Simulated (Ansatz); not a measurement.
This concerns the energy of configuration A over configuration B. The value is E(A) − E(B).

Cell A: a supercell of 64 sites of Al (fcc, Fm-3m) with C off the lattice sites (4 Al at 1.94 Å); spin state with PBE: run without spin, k-point mesh 4×4×4.
```
CELL_PARAMETERS angstrom
     11.42999     0.00000     0.00000
      5.71499     9.89866     0.00000
      5.71499     3.29955     9.33255
ATOMIC_POSITIONS crystal
  Al 0.00002 0.00002 0.00002
  Al 0.00002 0.00002 0.24993
  Al 0.00004 0.00004 0.49962
  Al 0.00004 0.00004 0.75031
  Al 0.00002 0.24993 0.00002
  Al 0.00168 0.24869 0.24869
  Al 0.00199 0.24757 0.50022
  Al 0.00168 0.24869 0.75094
  Al 0.00004 0.49962 0.00004
  Al 0.00199 0.50022 0.24757
  Al 0.00199 0.50022 0.50022
  Al 0.00004 0.49962 0.75031
  Al 0.00004 0.75031 0.00004
  Al 0.00168 0.75094 0.24869
  Al 0.00004 0.75031 0.49962
  Al 0.99854 0.75049 0.75049
  Al 0.24993 0.00002 0.00002
  Al 0.24869 0.00168 0.24869
  Al 0.24757 0.00199 0.50022
  Al 0.24869 0.00168 0.75094
  Al 0.24869 0.24869 0.00168
  Al 0.25030 0.25030 0.25030
  Al 0.25030 0.25030 0.49911
  Al 0.24869 0.24869 0.75094
  Al 0.24757 0.50022 0.00199
  Al 0.25030 0.49911 0.25030
  Al 0.24757 0.50022 0.50022
  Al 0.24650 0.49897 0.75227
  Al 0.24869 0.75094 0.00168
  Al 0.24869 0.75094 0.24869
  Al 0.24650 0.75227 0.49897
  Al 0.24650 0.75227 0.75227
  Al 0.49962 0.00004 0.00004
  Al 0.50022 0.00199 0.24757
  Al 0.50022 0.00199 0.50022
  Al 0.49962 0.00004 0.75031
  Al 0.50022 0.24757 0.00199
  Al 0.49911 0.25030 0.25030
  Al 0.50022 0.24757 0.50022
  Al 0.49897 0.24650 0.75227
  Al 0.50022 0.50022 0.00199
  Al 0.50022 0.50022 0.24757
  Al 0.49332 0.49332 0.49332
  Al 0.49332 0.49332 0.77004
  Al 0.49962 0.75031 0.00004
  Al 0.49897 0.75227 0.24650
  Al 0.49332 0.77004 0.49332
  Al 0.49897 0.75227 0.75227
  Al 0.75031 0.00004 0.00004
  Al 0.75094 0.00168 0.24869
  Al 0.75031 0.00004 0.49962
  Al 0.75049 0.99854 0.75049
  Al 0.75094 0.24869 0.00168
  Al 0.75094 0.24869 0.24869
  Al 0.75227 0.24650 0.49897
  Al 0.75227 0.24650 0.75227
  Al 0.75031 0.49962 0.00004
  Al 0.75227 0.49897 0.24650
  Al 0.77004 0.49332 0.49332
  Al 0.75227 0.49897 0.75227
  Al 0.75049 0.75049 0.99854
  Al 0.75227 0.75227 0.24650
  Al 0.75227 0.75227 0.49897
  Al 0.75049 0.75049 0.75049
  C  0.56250 0.56250 0.56250
```

Cell B: a supercell of 64 sites of Al (fcc, Fm-3m) with C off the lattice sites (6 Al at 2.10 Å); spin state with PBE: run without spin, k-point mesh 4×4×4.
```
CELL_PARAMETERS angstrom
     11.42999     0.00000     0.00000
      5.71499     9.89866     0.00000
      5.71499     3.29955     9.33255
ATOMIC_POSITIONS crystal
  Al 0.00027 0.99973 0.99973
  Al 0.00027 0.99973 0.25027
  Al 0.99889 0.00111 0.50014
  Al 0.99889 0.00111 0.74986
  Al 0.00027 0.25027 0.99973
  Al 0.00005 0.25005 0.25005
  Al 0.00031 0.25031 0.49969
  Al 0.00005 0.25005 0.74985
  Al 0.99889 0.50014 0.00111
  Al 0.00031 0.49969 0.25031
  Al 0.00031 0.49969 0.49969
  Al 0.99889 0.50014 0.74986
  Al 0.99889 0.74986 0.00111
  Al 0.00005 0.74985 0.25005
  Al 0.99889 0.74986 0.50014
  Al 0.99445 0.75185 0.75185
  Al 0.25015 0.99995 0.99995
  Al 0.25014 0.00111 0.24889
  Al 0.24815 0.00555 0.49815
  Al 0.25014 0.00111 0.74986
  Al 0.25014 0.24889 0.00111
  Al 0.24969 0.25031 0.25031
  Al 0.24969 0.25031 0.49969
  Al 0.25014 0.24889 0.74986
  Al 0.24815 0.49815 0.00555
  Al 0.24969 0.49969 0.25031
  Al 0.24815 0.49815 0.49815
  Al 0.24528 0.49528 0.75472
  Al 0.25014 0.74986 0.00111
  Al 0.25014 0.74986 0.24889
  Al 0.24528 0.75472 0.49528
  Al 0.24528 0.75472 0.75472
  Al 0.50031 0.99969 0.99969
  Al 0.49986 0.00111 0.24889
  Al 0.49986 0.00111 0.50014
  Al 0.50031 0.99969 0.75031
  Al 0.49986 0.24889 0.00111
  Al 0.49985 0.25005 0.25005
  Al 0.49986 0.24889 0.50014
  Al 0.50185 0.24445 0.75185
  Al 0.49986 0.50014 0.00111
  Al 0.49986 0.50014 0.24889
  Al 0.50472 0.49528 0.49528
  Al 0.50472 0.49528 0.75472
  Al 0.50031 0.75031 0.99969
  Al 0.50185 0.75185 0.24445
  Al 0.50472 0.75472 0.49528
  Al 0.50185 0.75185 0.75185
  Al 0.74995 0.99995 0.99995
  Al 0.74973 0.99973 0.25027
  Al 0.74995 0.99995 0.50015
  Al 0.74969 0.99969 0.75031
  Al 0.74973 0.25027 0.99973
  Al 0.74973 0.25027 0.25027
  Al 0.75111 0.24889 0.50014
  Al 0.75111 0.24889 0.74986
  Al 0.74995 0.50015 0.99995
  Al 0.75111 0.50014 0.24889
  Al 0.75555 0.49815 0.49815
  Al 0.75111 0.50014 0.74986
  Al 0.74969 0.75031 0.99969
  Al 0.75111 0.74986 0.24889
  Al 0.75111 0.74986 0.50014
  Al 0.74969 0.75031 0.75031
  C  0.37500 0.62500 0.62500
```

Plane-wave PAW calculations with Ansatz (a first-principles code), its default PAW set, cutoff 420 eV. The structures are at rest with PBE, within the held lattices. Neutral cells; Fermi-Dirac smearing of at most 0.10 eV in the solids, energies taken to zero width. Larger cells are relaxed from a start prepared with the learned potential CHGNet, on a coarser mesh till forces fall under 0.03 eV/Å, which some starts already meet. A dispersion term (D3(BJ), or D4 for r2SCAN) was computed beside these levels and is taken off wherever the name lacks it. Nuclei at rest; no vibrational terms. Cells are local rest points, mostly with their start's symmetry. Values are for these cell sizes. Cell A has symmetry F-43m and got no random move, so less symmetric positions, which may lie lower, weren't tried. Cell B has symmetry Fm-3m and got no random move, so less symmetric positions, which may lie lower, weren't tried.

Question: Predict the value from PBE.

Answer: 0.27 eV for A less B, so B lies lower.
